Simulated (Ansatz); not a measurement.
## Nb: pressure −1 GPa

The reference is Nb in the bcc (W type) structure (space group Im-3m, No. 229; a = 3.271 Å).

The change: a negative pressure, −1 GPa.

All numbers come from PBEsol/PAW in Ansatz (an electronic-structure program), spin-orbit coupling left out, earlier PAW set. k-mesh 20×20×20 (Γ-centred); smearing 0.05 eV (Fermi–Dirac).

```csv
quantity,base,changed,shift
density,8.81 g/cm³,8.76 g/cm³,-0.05 g/cm³
lattice parameter a,3.271 Å,3.277 Å,+0.006 Å
enthalpy H = E + PV relative to the base's energy,–,-0.11 eV/atom,–
band gap,zero,zero,–
```

Final structure:

```
CELL_PARAMETERS angstrom
     -1.63869     1.63869     1.63869
      1.63869    -1.63869     1.63869
      1.63869     1.63869    -1.63869
ATOMIC_POSITIONS crystal
  Nb 0.00000 0.00000 0.00000
```

Cost of the whole job for the changed cell (relaxation, final SCF and bands): roughly 13 core-seconds.

Load acts through the strain it causes; cell and atoms are relaxed under it. Whether these cells are dynamically stable was not tested. The final runs are not spin-polarised.
